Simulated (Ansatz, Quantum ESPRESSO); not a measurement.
One structure in several programs: ZrRh3 (Pm-3m, 4 atoms in the cell)

Self-consistent single point.

```xyz
4
Lattice="3.9341 0.0000 0.0000 0.0000 3.9341 0.0000 0.0000 0.0000 3.9341" Properties=species:S:1:pos:R:3 pbc="T T T"
Zr     0.0000     0.0000     0.0000
Rh     1.9671     1.9671     0.0000
Rh     0.0000     1.9671     1.9671
Rh     1.9671     0.0000     1.9671
```

Shared settings, as Ansatz (a first-principles code) writes them: kpoints.mp_grid.grid = 6 6 6; magnetization.spin_orbit = true; scf.occupations.method = fermi_dirac; scf.occupations.width = 0.05 eV. Potentials and cutoffs stand in the table.

```json
[
 {"code": "Quantum ESPRESSO", "model": "LDA (PZ), spin-orbit coupling, PseudoDojo fully relativistic norm-conserving (PBE) pseudopotentials", "pressure (GPa)": "-9.16", "cutoff": "90 Ry"},
 {"code": "Ansatz", "model": "LDA (PW92) with spin-orbit coupling, PAW files made with PBE", "pressure (GPa)": "-10.26", "cutoff": "default"}
]
```

The spread over the programs that give each value: pressure within 1.10 GPa.

Ansatz's pressure is given at a fixed set of plane waves, as the other plane-wave codes print theirs; with its correction for the finite basis it is -10.15 GPa. The same LDA comes in different parametrisations, which differ slightly.

The starting cell comes from a database of computed structures (which also holds hypothetical and non-ambient phases and stackings), without a prior relaxation at this level.

Left out of this page: ABINIT (failed or unconverged); Elk (not drawn, or without a comparable value).

Keys are those of Ansatz 0.2.
